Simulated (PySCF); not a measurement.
PySCF 2.14.0, unrestricted BP86/def2-svpd, df: pentafluoroethane cation (FC(F)C(F)(F)F), charge +1, multiplicity 2, 8 atoms. The geometry is a generated start, not checked to be a minimum at this level.

```yaml
task: energy
method: bp86
basis: def2-svpd
two_electron_scheme: density fitting
mol.max_memory: 3000 MB
mf.max_cycle: 100
mf.conv_tol: 1e-09 (default)
mf.grids.level: 3 (default)
basis_functions: 163
grid_points: 109360
```

```xyz
8

F      1.1095    -1.1940     0.6757
C      0.7822    -0.1148    -0.0508
F      1.4109     0.9449     0.4765
C     -0.7502     0.1058     0.0020
F     -1.2016     0.2839     1.2346
F     -1.0828     1.1772    -0.7214
F     -1.3819    -0.9438    -0.5253
H      1.1139    -0.2591    -1.0913
```

Charge 1 and multiplicity 2 are set for this test and not shown to be the ground state.

With the defaults (mf.DIIS = CDIIS, mf.diis_space = 8, mf.diis = true, mf.init_guess = minao, mf.level_shift = 0, mf.diis_damp = 0, mf.damp = 0, mf.diis_start_cycle = 1) it converges in 16 Fock builds. One run each on 2 threads, 1 BLAS thread, with these changes:
- mf.init_guess = sap
- mf.DIIS = ADIIS
- mf.diis = false
- mf.diis_damp = 0.3
- mf.diis = false, mf.damp = 0.7, mf.diis_start_cycle = 999
- mf.diis_space = 12
- mf.level_shift = 0.3 Hartree
- mf.DIIS = EDIIS
- mf.diis_space = 3

Problem. Name the settings that don't reach the solution of the defaults.

Solution. No convergence: mf.DIIS = EDIIS; mf.diis_space = 3; mf.diis = false (the run ends without SCF convergence in 100 cycles). The rest reach the solution of the defaults.

```tsv
setting	Fock builds	end
the defaults	16	same solution
mf.diis_damp = 0.3	16	same solution
mf.diis_space = 12	16	same solution
mf.init_guess = sap	20	same solution
mf.level_shift = 0.3 Hartree	27	same solution
mf.diis = false, mf.damp = 0.7, mf.diis_start_cycle = 999	27	same solution
mf.DIIS = ADIIS	33	same solution
mf.DIIS = EDIIS	101	no convergence
mf.diis_space = 3	101	no convergence
mf.diis = false	101	no convergence
```
